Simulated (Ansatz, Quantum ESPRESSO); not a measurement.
**Code comparison for AlN (F-43m, 2 atoms in the cell)**

Zone-centre phonon calculation.

```
AlN
1.0
    0.00000     2.18399     2.18399
    2.18399     0.00000     2.18399
    2.18399     2.18399     0.00000
Al N
1 1
Direct
  0.00000   0.00000   0.00000
  0.75000   0.75000   0.75000
```

Shared settings, as Ansatz (a program for electronic structure) writes them: kpoints.mp_grid.grid = 9 9 9; scf.occupations.method = fixed. Potentials and cutoffs stand in the table.

```csv
code,model,"highest zone-centre frequency, without LO-TO term (cm⁻¹)",mean ε∞ at this mesh,cutoff
Quantum ESPRESSO,"PBE, GBRV 1.5 ultrasoft (PBE) pseudopotentials",661,4.59,40 Ry
Ansatz,"PBE, default PAW files",657,4.58,default
```

The spread over the programs that give each value: highest zone-centre frequency, without LO-TO term within 4.0 cm⁻¹; mean ε∞ at this mesh within 0.01 .

The starting cell comes from a database of computed structures (which also holds hypothetical and non-ambient phases and stackings), without a prior relaxation at this level.

Keys are those of Ansatz 0.2.
